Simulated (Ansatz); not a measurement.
Defect migration in ferroelectric LiNbO3: interstitial O, charge state -2. The step: several atoms move together, O the farthest; the atom moves 1.25 Å along (0.12, -0.11, -0.05) of the unit cell; the moving atom starts with neighbours Li at 1.93, Li at 2.47; Nb at 1.99, Nb at 2.02; O at 2.25, O at 2.26, O at 2.40 Å and ends with Li at 1.97, Li at 2.06; Nb at 1.97, Nb at 2.10; O at 2.26, O at 2.51 Å. DFT values are from Ansatz (plane-wave PAW, 420 eV unless said) in a cell of 120 host sites, spin-restricted, static, with no finite-size correction. The charge state is imposed; whether it is stable for some Fermi level was not computed. Sites that were not tried may lie lower. For the PBE band: the saddle point's order was not checked.

```json
[
 {"Level": "CHGNet universal potential (has no charge state), its own band", "Forward barrier (eV)": "0.28", "Cost of the band or of the saddle's single point": "-"},
 {"Level": "PBE, the Γ point alone, band relaxed", "Forward barrier (eV)": "0.62", "Cost of the band or of the saddle's single point": "very roughly 16 core-minutes"},
 {"Level": "PBE, a 2×2×2 k-point mesh shifted by half a step along c, same geometries", "Forward barrier (eV)": "0.62", "Cost of the band or of the saddle's single point": "around 3 core-minutes (rough)"},
 {"Level": "r2SCAN at 500 eV, the Γ point alone, same geometries", "Forward barrier (eV)": "___", "Cost of the band or of the saddle's single point": "about 70 core-seconds (a rough figure)"}
]
```

**Question.** What belongs in the gaps?

**Answer.** 
- r2SCAN at 500 eV, the Γ point alone, same geometries, Forward barrier (eV): 0.65

Ansatz is a program for electronic structure.
